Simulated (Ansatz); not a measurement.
## A computed series for CuAu: response to strain

Base system: CuAu (space group P4/mmm, No. 123; relaxed with 0.1 eV smearing).

```xyz
2
Lattice="2.8129 0.0000 0.0000 0.0000 2.8129 0.0000 0.0000 0.0000 3.5930" Properties=species:S:1:pos:R:3 pbc="T T T"
Cu     0.0000     0.0000     0.0000
Au     1.4064     1.4064     1.7965
```

Cartesian axes are those of the cell as printed.

Strains are applied to the cell and any free atomic positions relax; under biaxial strain the out-of-plane vector relaxes too.

Level of theory: DFT with PBEsol, PAW potentials and a 420 eV plane-wave cutoff in Ansatz (a program for electronic structure), no SOC.

| change | out-of-plane strain | shortest interatomic distance |
|---|---|---|
| base | – | 2.680 Å |
| biaxial strain −3.00 %, plane normal [001], relaxed out of plane | +4.99 % | 2.698 Å |
| biaxial strain −2.50 %, plane normal [001], relaxed out of plane | [?] | 2.695 Å |
| biaxial strain −2.00 %, plane normal [001], relaxed out of plane | +3.41 % | [?] |
| biaxial strain −1.50 %, plane normal [001], relaxed out of plane | +2.57 % | 2.690 Å |
| biaxial strain −1.00 %, plane normal [001], relaxed out of plane | +1.73 % | 2.686 Å |
| biaxial strain −0.50 %, plane normal [001], relaxed out of plane | +0.87 % | [?] |
| biaxial strain +0.50 %, plane normal [001], relaxed out of plane | -0.89 % | 2.677 Å |
| biaxial strain +2.50 %, plane normal [001], relaxed out of plane | -4.61 % | [?] |
| biaxial strain +3.00 %, plane normal [001], relaxed out of plane | -5.54 % | 2.660 Å |

Question: Some entries are withheld; estimate them.

Answer: 
- biaxial strain −2.50 %, plane normal [001], relaxed out of plane, out-of-plane strain: +4.21 %
- biaxial strain −2.00 %, plane normal [001], relaxed out of plane, shortest interatomic distance: 2.693 Å
- biaxial strain −0.50 %, plane normal [001], relaxed out of plane, shortest interatomic distance: 2.683 Å
- biaxial strain +2.50 %, plane normal [001], relaxed out of plane, shortest interatomic distance: 2.663 Å

Stability against distortions was not tested. All final runs are without spin polarisation.
